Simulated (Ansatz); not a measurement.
Functionals compared on the (100) surface of bcc Fe, ferromagnetic in its 1x1 cell, outermost plane spacing 1.42 Å in the ideal cut, in Ansatz (plane waves, PAW). The structure was relaxed with PBE; the other rows are single points on it, each with its references at the same level. Cutoff 420 eV.

Slab: 8 atoms, 9.9 Å thick at the start (thin: gaps and levels are the slab's own); k 13x13x1, smearing 0.1 eV, dipole-corrected; all atoms relaxed; held to the start's symmetry, so lower structures may exist; spin-polarised, no spin-orbit, no U. These notes are the PBE run's.

| functional | surface energy (J/m²) | work function of the top face (eV) | magnetic moment of the cell (μB) | rough cost of the single point |
|---|---|---|---|---|
| PBE | 2.59 | 3.91 | 19.68 | – |
| LDA | 3.44 | 4.30 | 19.15 | very roughly 3 core-minutes |
| PBEsol | 3.07 | 4.00 | 19.69 | very roughly 90 core-seconds |
| RPBE | 2.21 | 3.74 | 19.96 | very roughly 90 core-seconds |

Ansatz is an electronic-structure program.
